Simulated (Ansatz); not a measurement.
For Y2Ge (model structure, started from the Ni2In type, P6₃/mmc, No. 194, 6 atoms in the cell), PBEsol in Ansatz (PAW) gives:

| Quantity | Value |
|---|---|
| equilibrium lattice constant a | 5.092 Å |
| lattice parameter c | 6.287 Å |
| formation enthalpy | -0.598 eV/atom |

Question: What does PBE-D3(BJ) (plane waves, PAW; Ansatz, an electronic-structure program) give for the same quantities?

Answer: 
- lattice constant a: 5.099 Å (goes up by 0.1 %)
- lattice parameter c: 6.294 Å (increases by 0.1 %)
- formation enthalpy: -0.607 eV/atom (moves by -0.009 eV/atom)

Changes are worked out from the printed values.

Unless a cell is named, each level is at its own relaxed cell (PBEsol 23.53, PBE-D3(BJ) 23.62 Å³/atom).

Ansatz's density-functional and Hartree–Fock values are scalar-relativistic unless marked +SOC, with PAW data made under PBE.

A model structure was made by putting elements into a prototype or built by hand; it is no filed structure, need not be a known phase, and can be a saddle point held by its symmetry.
